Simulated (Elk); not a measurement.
Elk run on HfIN (R-3m, 6 atoms in the cell): self-consistent single point.

Level of theory: LDA (PW92), all-electron FP-LAPW, Elk's shipped species files, default APW+lo basis (Elk).

```
CELL_PARAMETERS angstrom
      1.84638     1.06601    10.77865
     -1.84638     1.06601    10.77865
      0.00000    -2.13202    10.77865
ATOMIC_POSITIONS crystal
  Hf 0.79441 0.79441 0.79441
  Hf 0.20559 0.20559 0.20559
  I  0.39305 0.39305 0.39305
  I  0.60695 0.60695 0.60695
  N  0.13994 0.13994 0.13994
  N  0.86006 0.86006 0.86006
```

Reference input (self-consistent single point, DFT, PBEsol, all-electron FP-LAPW, Elk's shipped species files, default APW+lo basis): xctype = 22; swidth = 0.000734986 Ha; ngridk = 5 5 5; rmtscf = 0.81; maxscl = 100. This run's input differs from it in these lines:

```diff
@@ -2,5 +2,2 @@
   0
-
-xctype
-  22
```

Log, with long lists cut:

```
│ Self-consistent loop started │
│ Loop number : 1 │
 total energy                :     -44522.9080434
│ Loop number : 2 │
 total energy                :     -44520.9379148
RMS change in Kohn-Sham potential (target) :   0.2996778561     (  0.1000000000E-05)
Absolute change in total energy (target)   :    1.970128657     (  0.1000000000E-03)
│ Loop number : 3 │
 total energy                :     -44526.3076964
RMS change in Kohn-Sham potential (target) :   0.3148910908     (  0.1000000000E-05)
Absolute change in total energy (target)   :    4.877249471     (  0.1000000000E-03)
│ Loop number : 4 │
   [... lines left out ...]
Absolute change in total energy (target)   :   0.2759994262E-02 (  0.1000000000E-03)
│ Loop number : 15 │
 total energy                :     -44513.3041234
RMS change in Kohn-Sham potential (target) :   0.1761433849E-05 (  0.1000000000E-05)
Absolute change in total energy (target)   :   0.6520282768E-03 (  0.1000000000E-03)
│ Loop number : 16 │
 total energy                :     -44513.3039400
RMS change in Kohn-Sham potential (target) :   0.4265972426E-06 (  0.1000000000E-05)
Absolute change in total energy (target)   :   0.2038461389E-04 (  0.1000000000E-03)
Convergence targets achieved

│ Loop number : 17 │

Energies :
 Fermi                       :     0.283894954456
 total energy                :     -44513.3040378

Density of states at Fermi energy :   0.1339780181E-06
 (states/Hartree/unit cell)

Estimated indirect band gap :   0.3808539349E-01
 from k-point     18 to k-point      6
Estimated direct band gap   :   0.7535648516E-01
 at k-point      1

Charges :
 core                        :    168.0000000
 valence                     :    96.00000000
 interstitial                :    16.41100198
 muffin-tins (core leakage)
  species :    1 (Hf)
   atom    1                 :    69.07981298     (  0.2023268539E-04)
   atom    2                 :    69.07981298     (  0.2023268539E-04)
  species :    2 (I)
   atom    1                 :    49.23097086     (  0.3759453984E-02)
   atom    2                 :    49.23097086     (  0.3759453984E-02)
  species :    3 (N)
   atom    1                 :    5.483715173     (  0.7228780376E-05)
   atom    2                 :    5.483715173     (  0.7228780376E-05)
 total in muffin-tins        :    247.5889980
 total calculated charge     :    263.9831577
 total charge                :    264.0000000
 error                       :   0.1684231949E-01

│ Self-consistent loop stopped │
```

The run converged in 17 iterations. The count includes the last loop, which Elk runs after its targets are met. Against the reference run the gap on the mesh goes from 1.090 to 1.036 eV.

The starting cell comes from a database of computed structures (which also holds hypothetical and non-ambient phases and stackings), without a prior relaxation at this level. Spin-orbit coupling is off. Values depend on the basis (sphere radii, cutoffs, local orbitals), which need not be converged.

Cost on one core of a shared machine: roughly 80 s.
